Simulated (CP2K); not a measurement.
# Input and output of a self-consistent single point for Y2WO6 (Pmmn, 18 atoms in the cell) (CP2K)

Method of the run: LDA (Pade form), GPW, DZVP-MOLOPT-SR-GTH basis, GTH-PADE potentials (GTH_POTENTIALS) (CP2K).

This input was run:

```
&GLOBAL
  PROJECT y2wo6
  RUN_TYPE ENERGY_FORCE
  PRINT_LEVEL LOW
&END GLOBAL
&FORCE_EVAL
  METHOD Quickstep
  STRESS_TENSOR ANALYTICAL
  &DFT
    BASIS_SET_FILE_NAME BASIS_MOLOPT
    POTENTIAL_FILE_NAME GTH_POTENTIALS
    &QS
      METHOD GPW
      EPS_DEFAULT 1E-10
    &END QS
    &MGRID
      CUTOFF 500
      REL_CUTOFF 60
      NGRIDS 5
    &END MGRID
    &SCF
      SCF_GUESS ATOMIC
      EPS_SCF 1E-7
      MAX_SCF 100
      ADDED_MOS 23
      &DIAGONALIZATION
        ALGORITHM STANDARD
      &END DIAGONALIZATION
      &MIXING
        METHOD BROYDEN_MIXING
        ALPHA 0.4
        NBUFFER 12
      &END MIXING
      &SMEAR ON
        METHOD FERMI_DIRAC
        ELECTRONIC_TEMPERATURE [K] 116.05
      &END SMEAR
    &END SCF
    &KPOINTS
      SCHEME MACDONALD 5 5 4 0.1 0.1 0
    &END KPOINTS
    &XC
      &XC_FUNCTIONAL PADE
      &END XC_FUNCTIONAL
    &END XC
    &PRINT
      &MO
        EIGENVALUES T
        OCCUPATION_NUMBERS T
        NDIGITS 8
        FILENAME mo
        &EACH
          QS_SCF 0
        &END EACH
        ADD_LAST NUMERIC
      &END MO
      &MULLIKEN OFF
      &END MULLIKEN
    &END PRINT
  &END DFT
  &SUBSYS
    &CELL
      ABC 5.38082000 5.43590000 8.21511000
      ALPHA_BETA_GAMMA 90.00000000 90.00000000 90.00000000
      PERIODIC XYZ
    &END CELL
    &COORD
      SCALED
      Y        0.00000000     0.50000000     0.00458000
      Y        0.50000000     0.00000000     0.99542000
      Y        0.50000000     0.50000000     0.67321000
      Y        0.00000000     0.00000000     0.32679000
      W        0.50000000     0.50000000     0.27567000
      W        0.00000000     0.00000000     0.72433000
      O        0.26619000     0.25533000     0.16981000
      O        0.73381000     0.74467000     0.16981000
      O        0.76619000     0.24467000     0.83019000
      O        0.23381000     0.75533000     0.83019000
      O        0.23381000     0.24467000     0.83019000
      O        0.76619000     0.75533000     0.83019000
      O        0.73381000     0.25533000     0.16981000
      O        0.26619000     0.74467000     0.16981000
      O        0.26771000     0.50000000     0.44592000
      O        0.73229000     0.50000000     0.44592000
      O        0.76771000     0.00000000     0.55408000
      O        0.23229000     0.00000000     0.55408000
    &END COORD
    &KIND Y
      BASIS_SET DZVP-MOLOPT-SR-GTH-q11
      POTENTIAL GTH-PADE-q11
    &END KIND
    &KIND W
      BASIS_SET DZVP-MOLOPT-SR-GTH-q14
      POTENTIAL GTH-PADE-q14
    &END KIND
    &KIND O
      BASIS_SET DZVP-MOLOPT-SR-GTH-q6
      POTENTIAL GTH-PADE-q6
    &END KIND
  &END SUBSYS
  &PRINT
    &FORCES ON
    &END FORCES
    &STRESS_TENSOR ON
    &END STRESS_TENSOR
  &END PRINT
&END FORCE_EVAL
```

The program printed (abridged):

```
 GLOBAL| Method name                                                        CP2K
 GLOBAL| Project name                                                      y2wo6
 GLOBAL| Run type                                                   ENERGY_FORCE

 TOTAL NUMBERS AND MAXIMUM NUMBERS

  Total number of            - Atomic kinds:                                   3
                             - Atoms:                                         18
                             - Shell sets:                                    18
                             - Shells:                                       108
                             - Primitive Cartesian functions:                100
                             - Cartesian basis functions:                    354
                             - Spherical basis functions:                    312

  Maximum angular momentum of- Orbital basis functions:                        3
                             - Local part of the GTH pseudopotential:          2
                             - Non-local part of the GTH pseudopotential:      4

 SCF PARAMETERS         Density guess:                                    ATOMIC
                        max_scf:                                             100
                        max_diis:                                              4
                        eps_scf:                                        1.00E-07
                        eps_diis:                                       1.00E-01
                        eps_eigval:                                     1.00E-05
                        level_shift [a.u.]:                             0.000000
                        added MOs                                        23    0
                        Mixing method:                            BROYDEN_MIXING
                                                charge density mixing in g-space
                        Smear method:                                FERMI_DIRAC
                        Electronic temperature [K]:                        116.0
                        Electronic temperature [a.u.]:                  3.68E-04
                        Accuracy threshold:                             1.00E-10
                        No outer SCF

 Extrapolation method: initial_guess

 Number of electrons:                                                        144
 Number of occupied orbitals:                                                 72
 Number of molecular orbitals:                                                95

 Number of orbital functions:                                                312
 Number of independent orbital functions:                                    312

 SCF WAVEFUNCTION OPTIMIZATION

  Step     Update method      Time    Convergence         Total energy    Change
     1 NoMix/Diag. 0.40E+00      -     1.50842046      -484.2548903116 -4.84E+02
     2 Broy./Diag. 0.40E+00      -     0.49377467      -472.0097872001  1.22E+01
     3 Broy./Diag. 0.40E+00      -     0.18790030      -488.3744932220 -1.64E+01
     4 Broy./Diag. 0.40E+00      -     0.05708597      -484.2249514528  4.15E+00
     5 Broy./Diag. 0.40E+00      -     0.01186738      -483.7213160608  5.04E-01
     6 Broy./Diag. 0.40E+00      -     0.01359982      -483.6150693457  1.06E-01
     7 Broy./Diag. 0.40E+00      -     0.00196265      -483.5292622757  8.58E-02
     8 Broy./Diag. 0.40E+00      -     0.00080809      -483.5698918438 -4.06E-02
     9 Broy./Diag. 0.40E+00      -     0.00025750      -483.5765820899 -6.69E-03
    10 Broy./Diag. 0.40E+00      -     0.00011725      -483.5782189105 -1.64E-03
    11 Broy./Diag. 0.40E+00      -     0.00001209      -483.5765694559  1.65E-03
    12 Broy./Diag. 0.40E+00      -     0.00000452      -483.5765171283  5.23E-05
    13 Broy./Diag. 0.40E+00      -     0.00000112      -483.5765466306 -2.95E-05
    14 Broy./Diag. 0.40E+00      -     0.00000063      -483.5765665315 -1.99E-05
    15 Broy./Diag. 0.40E+00      -     0.00000014      -483.5765680234 -1.49E-06
    16 Broy./Diag. 0.40E+00      -     0.00000004      -483.5765668425  1.18E-06

  *** SCF run converged in    16 steps ***

  Electronic density on regular grids:       -143.9999999997        0.0000000003
  Core density on regular grids:              143.9999999922       -0.0000000078
  Total charge density on r-space grids:       -0.0000000075
  Total charge density g-space grids:          -0.0000000075

  Overlap energy of the core charge distribution:               0.00000024941058
  Self energy of the core charge distribution:               -984.36298017872446
  Core Hamiltonian energy:                                    247.88044161022404
  Hartree energy:                                             329.67736529878937
  Exchange-correlation energy:                                -76.77139382218056
  Electronic entropic energy:                                  -0.00000000000000
  Fermi energy:                                                 0.26621629939023

  Total energy:                                              -483.57656684248104
  Total energy (extrapolated to T->0):                       -483.57656684248104

 ENERGY| Total FORCE_EVAL ( QS ) energy [hartree]           -483.576566054689920

 FORCES| Atomic forces [hartree/bohr]
 FORCES|   Atom     x               y               z               |f|
 FORCES|      1 -3.72278713E-09  2.53100736E-09 -2.39364260E-03   2.39364260E-03
 FORCES|      2  4.96462598E-09  2.18969493E-09  2.39166637E-03   2.39166637E-03
 FORCES|      3 -7.98976391E-09  1.60269541E-09 -4.18695451E-03   4.18695451E-03
 FORCES|      4  5.27317859E-10  9.36378180E-10  4.18656895E-03   4.18656895E-03
 FORCES|      5 -2.73708686E-08  1.74628681E-08  2.19425306E-02   2.19425306E-02
 FORCES|      6  2.71149818E-08 -3.09137637E-09 -2.19351029E-02   2.19351029E-02
 FORCES|      7  1.46146229E-02  1.57873729E-02  9.15760016E-03   2.33814026E-02
 FORCES|      8 -1.46146288E-02 -1.57873888E-02  9.15759519E-03   2.33814150E-02
 FORCES|      9  1.44996846E-02 -1.62553001E-02 -9.28671481E-03   2.36794997E-02
 FORCES|     10 -1.44996843E-02  1.62552912E-02 -9.28671591E-03   2.36794938E-02
 FORCES|     11 -1.44996863E-02 -1.62552999E-02 -9.28669751E-03   2.36794939E-02
 FORCES|     12  1.44996902E-02  1.62553060E-02 -9.28670918E-03   2.36795050E-02
 FORCES|     13 -1.46146183E-02  1.57873767E-02  9.15759919E-03   2.33814019E-02
 FORCES|     14  1.46146216E-02 -1.57873801E-02  9.15758651E-03   2.33814013E-02
 FORCES|     15  3.47722401E-02 -1.74807428E-09 -2.71471096E-02   4.41143315E-02
 FORCES|     16 -3.47721992E-02  1.67409831E-10 -2.71470689E-02   4.41142742E-02
 FORCES|     17  3.50132533E-02  5.03235654E-09  2.71506663E-02   4.43067330E-02
 FORCES|     18 -3.50132892E-02 -2.77135418E-09  2.71506935E-02   4.43067780E-02
 FORCES| Sum     1.52647922E-10  2.28950658E-10 -5.04209109E-04
 FORCES| Total atomic force                                       5.04209109E-04

 STRESS| Analytical stress tensor [bar]
 STRESS|                        x                   y                   z
 STRESS|      x       -2.17471381052E+05   2.22657253633E-03   4.23431397076E-02
 STRESS|      y        2.22657253633E-03  -1.60700661843E+05   2.23323292549E-03
 STRESS|      z        4.23431397076E-02   2.23323292549E-03  -2.15784678934E+05
 STRESS| 1/3 Trace                                            -1.97985573943E+05
```

The run converged in 16 iterations.

The starting cell comes from a database of computed structures (which also holds hypothetical and non-ambient phases and stackings), without a prior relaxation at this level. Values carry the incompleteness of an atom-centred basis. With a pressure of about -20 GPa the cell is away from its equilibrium volume at this level. Forces in this geometry exceed 1 eV/Å.

Cost on one core of a shared machine: roughly 2 min.
